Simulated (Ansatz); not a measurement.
Base system: PbS in the rock salt structure (space group Fm-3m, No. 225).

```
PbS
1.0
    0.00000     2.92251     2.92251
    2.92251     0.00000     2.92251
    2.92251     2.92251     0.00000
Pb S
1 1
Direct
  0.00000   0.00000   0.00000
  0.50000   0.50000   0.50000
```

The values are results of LDA (Ansatz, a first-principles code, PAW, no SOC), not measurements.

Base values:

The lattice parameter a is 5.845 Å.

Modification: a negative pressure, −1 GPa.

### Question
How does this affect the lattice parameter a?

### Answer
The lattice parameter a increases by 0.032 Å to 5.877 Å.

Load acts through the strain it causes; cell and atoms are relaxed under it. No phonon test of stability was made.
